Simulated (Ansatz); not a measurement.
We consider A15 Nb3Sn (cubic form, which distorts at low temperature), described by PBEsol-D3(BJ) (Ansatz, a first-principles code, plane waves, PAW).

Input:

Ansatz 0.2 input:
```yaml
crystal:
  lattice:
    - [5.1264917271, 0.0, 0.0]
    - [0.0, 5.1264917271, 0.0]
    - [0.0, 0.0, 5.1264917271]
  atoms:
    - { symbol: Nb, position: [0.25, 0.0, 0.5] }
    - { symbol: Nb, position: [0.5, 0.25, 0.0] }
    - { symbol: Nb, position: [0.5, 0.75, 0.0] }
    - { symbol: Nb, position: [0.75, 0.0, 0.5] }
    - { symbol: Nb, position: [0.0, 0.5, 0.75] }
    - { symbol: Nb, position: [0.0, 0.5, 0.25] }
    - { symbol: Sn, position: [0.5, 0.5, 0.5] }
    - { symbol: Sn, position: [0.0, 0.0, 0.0] }
basis:
  ecutwfc: 520
  ecutrho_ratio: 4
  xc_grid: 2
kpoints:
  mp_grid: { grid: [10, 10, 10] }
hamiltonian:
  xc: pbesol
  dispersion: d3bj
  pseudopotentials: { kind: paw }
scf:
  occupations: { method: fermi_dirac, width: 0.05 }
  convergence: { dr2_threshold: 0.0000000008 }
output:
  forces: true
  stress: true
  eigenvalues: true
```

Output (set-up and result lines):

```
Crystal: 8 atoms, lattice volume = 134.729 Å³
Basis set: ecut = 520 eV, 3695 PW (Γ), exchange–correlation on 80×80×80 points (8 copies of the dense FFT grid, shifted against one another)
Bands: 64, of which v1, the nominal top of the filled ones, is band 53 counted from 1 (52 counted from 0)
Symmetry: 48 space group operations
Space group: Pm-3n (ITA 223), of the structure as read, at distance tolerance 5.1e-5 Å
k-points: 56 of 1000
Functional: x = pbesol(κ = 0.804, μ = 0.12345679012345678), c = pbesol(β = 0.046)
SCF iter   1: F=—  HF=-38879.662580 eV  |F-HF|=—  |Δ(HF+E_count)|=         —  Δρ=7.25e-3  dr2=6.89e-2
SCF iter   2: F=—  HF=-38879.645016 eV  |F-HF|=—  |Δ(HF+E_count)|=   1.76e-2  Δρ=3.87e-3  dr2=2.13e-2
  ...
SCF iter   6: F=—  HF=-38879.637698 eV  |F-HF|=—  |Δ(HF+E_count)|=   3.15e-6  Δρ=4.46e-6  dr2=1.86e-8
SCF iter   7: F=-38879.637698 eV  HF=-38879.637698 eV  |F-HF|=6.26e-10  |Δ(HF+E_count)|=   7.53e-9  Δρ=8.10e-7  dr2=7.19e-10
SCF 1 converged in 7 iterations: F = -38879.637698 eV  dr2 = 7.19e-10
SCF converged after 7 iterations
Free energy (F): -38879.637698 eV
Internal energy: -38879.535217 eV  (E = F + TS)
E sigma→0 (E₀):  -38879.586457 eV
Fermi energy:    19.007118 eV
--- Forces (eV/Å), atoms counted from 1 ---
  atom   1  Nb    -0.00000000     0.00000000     0.00000000
  atom   2  Nb     0.00000000     0.00000000     0.00000000
  atom   3  Nb    -0.00000000    -0.00000000     0.00000000
  atom   4  Nb    -0.00000000    -0.00000000     0.00000000
  atom   5  Nb    -0.00000000     0.00000000    -0.00000000
  atom   6  Nb    -0.00000000    -0.00000000    -0.00000000
  atom   7  Sn     0.00000000    -0.00000000     0.00000000
  atom   8  Sn     0.00000000     0.00000000     0.00000000
--- Stress (GPa, compression-positive) ---
        8.432246       0.000000       0.000000
        0.000000       8.432246       0.000000
        0.000000       0.000000       8.432246
  P = ⅓ Tr σ = 8.4322 GPa (84.322 kbar)
```

The cell is one volume of an energy–volume scan, off the minimum.

The PAW data were made under PBE.

Note: symmetry holds this phase in the static calculation, where it need not be a minimum.
